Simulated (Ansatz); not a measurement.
For ScAl3 (Cu3Au type, Pm-3m) at 625 K, quasi-harmonic approximation with Ansatz (a program for electronic structure), PBEsol functional, plane-wave PAW gives a volume expansion coefficient α_V = 49.70 × 10⁻⁶ K⁻¹, an isothermal bulk modulus B_T = 79.5 GPa, a molar volume V_m = 41.872 cm³/mol and C_V = 99.32 J/(mol K). The cell was generated from a structure type, relaxed within its symmetry, and need not be the phase found at ambient conditions.

Question: Work out the Grüneisen parameter, C_P and the adiabatic bulk modulus.

Answer: γ = α_V B_T V_m / C_V = 1.67. C_P − C_V = α_V² B_T V_m T = 5.14 J/(mol K), so C_P = 104.46 J/(mol K). B_S = B_T C_P/C_V = B_T (1 + α_V γ T) = 83.6 GPa.
